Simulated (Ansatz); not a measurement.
# GaSb under a change: Sb → B

The reference is GaSb in the zinc blende structure (space group F-43m, No. 216; a = 6.214 Å).

The change: every Sb is replaced by B, then cell and atoms are relaxed.

All numbers come from Ansatz (an electronic-structure program), PBE, PAW, cutoff 420 eV, spin-orbit coupling left out. Settings: 16×16×16 k-points, 0.05 eV Fermi–Dirac smearing, for the changed cell.

| quantity | base | changed | shift |
|---|---|---|---|
| volume per atom | 29.99 Å³ | 15.08 Å³ | -14.902 Å³ |
| density | 5.30 g/cm³ | 4.43 g/cm³ | -0.87 g/cm³ |
| lattice parameter a | 621.4 pm | 494.2 pm | -127.2 pm |
| space group | F-43m (No. 216) | F-43m (No. 216) | – |
| shortest interatomic distance | 269.1 pm | 214.0 pm | -55.1 pm |
| band gap | zero | zero | – |

Final structure:

```
GaB
1.0
    0.00000     2.47079     2.47079
    2.47079     0.00000     2.47079
    2.47079     2.47079     0.00000
B Ga
1 1
Direct
  0.75000   0.75000   0.75000
  0.00000   0.00000   0.00000
```

With Sb present, leaving out spin-orbit coupling can change the band edges. No phonon test of stability was made. As relaxed here, GaB is a hypothetical phase, not in the database extracts checked. The final runs are not spin-polarised. A zero or small gap of GaSb can be the functional's error rather than a property of the material.
